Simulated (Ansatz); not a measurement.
Ru₃AlB (model structure, started from the Ni3MgC type, Pm-3m, No. 221, 5 atoms in the cell) was calculated with r²SCAN in Ansatz (PAW).

Numerical settings: plane-wave cutoff 560 eV, 14×14×14 k mesh, Fermi–Dirac smearing 0.05 eV, no spin polarisation, scalar-relativistic PAW data made under PBE.

Cell (relaxed at this level):

```xyz
5
Lattice="4.0265 0.0000 0.0000 0.0000 4.0265 0.0000 0.0000 0.0000 4.0265" Properties=species:S:1:pos:R:3 pbc="T T T"
Al     0.0000     0.0000     0.0000
Ru     0.0000     2.0133     2.0133
Ru     2.0133     0.0000     2.0133
Ru     2.0133     2.0133     0.0000
B      2.0133     2.0133     2.0133
```

Task: Predict the bulk modulus B0.

Result: 
* **bulk modulus B0**: 243 GPa

Note: the run has no spin polarisation, so it can have missed a magnetic state; the bulk modulus is −V dP/dV from two relaxed cells at ±2 % in volume; the relaxation could raise the start's symmetry but not lower it, so the cell can be a saddle point.

A model structure was made by putting elements into a prototype or built by hand; it is no filed structure, need not be a known phase, and can be a saddle point held by its symmetry.

Ansatz is an electronic-structure program.
